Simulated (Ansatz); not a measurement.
The cell is built on a prototype and need not be the phase stable at ambient conditions.

By r2SCAN, the system below comes out a metal.

Without scattering a metal conducts by its projected Fermi surface.

Given:

```
CELL_PARAMETERS angstrom
      2.85224     0.00000     0.00000
      0.00000     5.47399     0.00000
      0.00000     2.73700     1.58021
ATOMIC_POSITIONS crystal
  B  0.00000 0.00000 0.00000
  As 0.50000 0.33333 0.00000
```

Space group of this cell: P-6m2. The cell was relaxed by PBE-D3(BJ); by r2SCAN its mean pressure is 3.9 GPa.

The current flows along the normal of the first two printed cell vectors. No spin-orbit coupling; the value is a mean over 0.1 eV about the Fermi level.

Problem. Estimate the ballistic conductance per area that Ansatz (a program for electronic structure) with r2SCAN returns for this system.

Solution. 1.2 × 10¹⁵ S/m² for both spins.
